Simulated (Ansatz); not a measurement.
```xyz
5
Lattice="4.5995 0.0000 0.0000 -2.2997 3.9833 0.0000 0.0000 0.0000 7.3118" Properties=species:S:1:pos:R:3 pbc="T T T"
Sb     0.0000     2.6555     1.6824
Sb     2.2997     1.3278     5.6295
Mg     0.0000     0.0000     0.0000
Mg     0.0000     2.6555     4.6339
Mg     2.2997     1.3278     2.6780
```

No spin polarisation.

Level of theory: plane-wave PAW DFT at the r2SCAN level (Ansatz, a first-principles code, 500 eV), scalar-relativistic without spin-orbit coupling. k-mesh 12×12×7 (Γ-centred); smearing 0.05 eV (Fermi–Dirac).

### Question
Predict the band gap, valence-band top at Γ, hole mass and smallest direct gap.

### Answer
The band gap is 0.63 eV and the valence-band top at Γ (three highest levels, from the VBM) is 0.00, -0.38, -0.38 eV. The hole mass comes out as 0.082 mₑ along c, 1.2 mₑ across (at Γ) and the smallest direct gap is 1.71 eV.

With Sb present, leaving out spin-orbit coupling can change the band edges. Load acts through the strain it causes; cell and atoms are relaxed under it. Effective masses come from finite differences of ±0.01 Å⁻¹. No phonon test of stability was made. The cell was made from Mg3Sb2 (space group P-3m1, No. 164) by this change: pressure −1 GPa.
